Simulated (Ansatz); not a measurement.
The reference is BAs in the zinc blende structure (space group F-43m, No. 216).

```
BAs
1.0
    0.00000     2.38393     2.38393
    2.38393     0.00000     2.38393
    2.38393     2.38393     0.00000
As B
1 1
Direct
  0.75000   0.75000   0.75000
  0.00000   0.00000   0.00000
```

Cartesian axes are those of the cell as printed.

Calculations: DFT with PBEsol, PAW potentials and a 420 eV plane-wave cutoff in Ansatz (a quantum-chemistry and plane-wave program), without spin-orbit coupling.

Strains are applied to the cell and any free atomic positions relax; under biaxial strain the out-of-plane vector relaxes too.

One change was made to it. Results:

The pressure (mean of the normal stresses, compression positive) goes from zero to -7.10 GPa; the band gap drops by 0.78 eV, from 1.08 eV to 0.30 eV.

Question: What was done to the base?
A. biaxial strain +3.96 %, plane normal [001], relaxed out of plane
B. biaxial strain +3.43 %, plane normal [001], relaxed out of plane
C. isotropic strain +0.54 %
D. isotropic strain −0.49 %

Answer: A, biaxial strain +3.96 %, plane normal [001], relaxed out of plane. For comparison, the band gap in the other runs: isotropic strain +0.54 % gives 1.10 eV; biaxial strain +3.43 %, plane normal [001], relaxed out of plane gives 0.40 eV; isotropic strain −0.49 % gives 1.07 eV.

Stability against distortions was not tested.
